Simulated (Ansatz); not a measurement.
Given:

```
CELL_PARAMETERS angstrom
      3.99013     0.00000     0.00000
      1.99506     3.45555     0.00000
      1.99506    -1.15185     3.27756
ATOMIC_POSITIONS crystal
  Ga 0.99947 0.00026 0.00079
  As 0.50053 0.24974 0.74921
```

No spin polarisation.

The values are results of r2SCAN in Ansatz (plane waves to 500 eV, PAW, scalar-relativistic without spin-orbit coupling), not measurements. Γ-centred 10×10×10 mesh, Fermi–Dirac width 0.05 eV.

### Question
Estimate the gap character.

### Answer
Direct at Γ.

### Question
What is the computed band gap?

### Answer
1.00 eV.

### Question
Predict the mean in-plane stress (compression positive).

### Answer
+0.7 GPa.

### Question
Estimate the space group.

### Answer
R3m (No. 160).

The cells carry an imposed strain or load. No phonon test of stability was made. The cell was made from GaAs in the zinc blende structure (space group F-43m, No. 216) by this change: biaxial strain −0.42 %, plane normal [111], relaxed out of plane.

Ansatz is a first-principles code.
